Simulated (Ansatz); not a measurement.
NaCl: energy against volume

NaCl (rock salt, Fm-3m, 21.969 Å³/atom and stress up to 0.01 GPa in the relaxed cell, cube axes along x, y and z) under an equal strain ε along all three axes. PBEsol in Ansatz, a plane-wave DFT program (PAW, default set), 420 eV, 10×10×10 Γ-centred mesh, Fermi-Dirac smearing 0.05 eV; ions are relaxed, or left where forces stay under 0.02 eV/Å, within the symmetry of each cell.

Here V stands for volume and E for E less E0.

```
volume (Å³/atom)  E less E0 (meV/atom)  pressure (GPa)
----------------  --------------------  --------------
20.0508                              ?               ?
20.6773                           6.95            1.82
20.9954                           3.85            1.31
21.3168                           1.69            0.85
21.6414                           0.42            0.41
21.9693                           0.00            0.01
22.3005                           0.38           -0.37
22.6350                           1.51           -0.71
22.9728                           3.35           -1.03
23.3140                           5.87           -1.33
```

The 9 complete rows are fitted with the third-order Birch-Murnaghan form, a cubic in V^(-2/3), E against V. With u = V^(-2/3) - 0.128, the rows have u = 0.004741, 0.003397, 0.002072, 0.000769, -0.000516, -0.001781, -0.003028, -0.004256, -0.005466. Least squares gives E = 0.073 + 265.8·u + 246550·u² + 716114·u³. Residuals (row less fit): -0.001, 0.001, 0.001, -0.004, -0.001, 0.002, 0.001, -0.002, 0.001; standard error 0.003 (degrees of freedom: 5). Its minimum lies at u = -0.000540, so V0 = (0.127460)^(-3/2) = 21.98. There d²E/du² = 490800 and d³E/du³ = 4297000, so B0 = (4/9) × 21.98^(-7/3) × 490800 × 0.160218 = 25.8 GPa (the last factor turns the table's units into GPa), and B0' = 4 + (2/3) × 0.127460 × (4297000)/490800 = 4.7. B0' rests on the cubic coefficient alone and has a standard error of 0.1 from these residuals.

What does the fit predict for E at V = 20.0508, and how far is the calculated value from it?

u = 0.007492, so E = 0.073 + 265.8 × 0.007492 + 246550 × 0.007492² + 716114 × 0.007492³ = 16.204 meV/atom. The calculation gives 16.20 meV/atom, which the fit meets to the printed digits. The row lies outside the fitted rows, so this is an extrapolation. The scatter of the fitted rows lies at the last printed digit.

Other structures, which can take over under pressure, weren't tried. The same form fitted to the pressure column gives B0' = 4.7; series where the two differ by over 0.4 aren't shown. Rows are the converged runs of the series near zero and its far end, less any whose ions stayed unrelaxed beside relaxed ones; series whose fitted rows scatter by over a few per cent of the range, as at a crossing or softening among them, aren't shown in this form.
